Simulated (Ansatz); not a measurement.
Base system: GaN in the wurtzite structure (space group P6_3mc, No. 186; a = 3.219 Å, c = 5.244 Å).

Level of theory: PBE in Ansatz (plane waves to 420 eV, PAW, no spin-orbit coupling), earlier PAW set.

Base values:

```
Item                                         Result
-----------------------------  --------------------
Valence-band top at Γ          0.00, 0.00, -0.04 eV
Width of the top valence band               2.67 eV
```

One thing is altered: an isotropic linear strain of +5.67 %; the atoms relax in the strained cell.

Task: Predict the new valence-band top at Γ, width of the top valence band and energy relative to the base.

Result: The valence-band top at Γ (three highest levels, from the VBM) goes from 0.00, 0.00, -0.04 eV to 0.00, 0.00, -0.01 eV; the width of the top valence band drops by 0.50 eV (2.67 eV → 2.17 eV); the energy grows by 151 meV/atom.

The levels and masses belong to the bands next to the band gap. Whether these cells are dynamically stable was not tested.

Ansatz is a first-principles code.
